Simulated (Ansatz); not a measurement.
We consider Si (model structure, R-3m, No. 166, 6 atoms in the cell), described by LDA in Ansatz (PAW).

Run with plane-wave cutoff 520 eV, 10×10×10 k mesh, Fermi–Dirac smearing 0.01 eV, scalar-relativistic PAW data made under PBE.

The cell is the one relaxed with PBEsol. Conventional cell: a = 3.8301 Å, b = 3.8301 Å, c = 28.3767 Å, α = 90.00°, β = 90.00°, γ = 120.00°.

```
Si
1.0
    1.91506     1.10566     9.45892
   -1.91506     1.10566     9.45892
    0.00000    -2.21132     9.45892
Si
6
Cartesian
  0.00000   0.00000  20.88317
  0.00000   0.00000  23.25028
  0.00000   0.00000   5.12647
  0.00000   0.00000   7.49358
  0.00000   0.00000  27.20239
  0.00000   0.00000   1.17436
```

### Question
List the 16 lowest band energies at Γ above −25 eV (eV, relative to the valence band maximum), grouping those that round alike.

### Answer
At Γ: -12.14, -10.77 (×2), -5.56, -5.54, -1.20 (×2), -1.12 (×2), -0.23, 0.00 (×2), 1.30, 1.53, 2.15 (×2).

Note: the relaxation could raise the start's symmetry but not lower it, so the cell can be a saddle point; cell and atoms aren't relaxed at this level (pressure -1.6 GPa).

A model structure was made by putting elements into a prototype or built by hand; it is no filed structure, need not be a known phase, and can be a saddle point held by its symmetry.

Ansatz is a quantum-chemistry and plane-wave program.
